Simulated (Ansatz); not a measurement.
The cell is made up: elements placed on another compound's structure type, so the phase may be hypothetical.

Inside the gap of an insulator the Bloch states are evanescent, with a wavenumber k + iκ along the transport direction.

Consider the following.

```yaml
crystal:
  lattice:
    - [4.88156, 0.00000, 0.00000]
    - [0.00000, 5.57971, 0.00243]
    - [2.44078, -0.21388, 8.65100]
  atoms:
    - { symbol: Ta, position: [0.41271, 0.83691, 0.66051] }
    - { symbol: Ta, position: [0.58729, 0.16309, 0.33949] }
    - { symbol: Ta, position: [0.07322, 0.66309, 0.33949] }
    - { symbol: Ta, position: [0.92678, 0.33691, 0.66051] }
    - { symbol: Sn, position: [0.76445, 0.75000, 0.00000] }
    - { symbol: Sn, position: [0.23555, 0.25000, 0.00000] }
    - { symbol: O, position: [0.72017, 0.85214, 0.43818] }
    - { symbol: O, position: [0.27983, 0.14786, 0.56182] }
    - { symbol: O, position: [0.15835, 0.64786, 0.56182] }
    - { symbol: O, position: [0.84165, 0.35214, 0.43818] }
    - { symbol: O, position: [0.60367, 0.57325, 0.71386] }
    - { symbol: O, position: [0.39633, 0.42675, 0.28614] }
    - { symbol: O, position: [0.31753, 0.92675, 0.28614] }
    - { symbol: O, position: [0.68247, 0.07325, 0.71386] }
    - { symbol: O, position: [0.99301, 0.40561, 0.85433] }
    - { symbol: O, position: [0.00699, 0.59439, 0.14567] }
    - { symbol: O, position: [0.84734, 0.09439, 0.14567] }
    - { symbol: O, position: [0.15266, 0.90561, 0.85433] }
```

Space group of this cell: C2/c. The cell was relaxed by PBE-D3(BJ); by r2SCAN its mean pressure is -2.8 GPa.

Transport runs along the normal of the first two printed cell vectors.

No gap correction and no spin-orbit coupling; mid-gap values are interpolated between computed energies.

Task: Compute, with Ansatz (a program for electronic structure) with r2SCAN, the band gap and the smallest decay constant κ at mid-gap.

Result: Gap 2.51 eV on a 6×6×6 mesh; κ = 0.277 1/Å, at the zone centre.
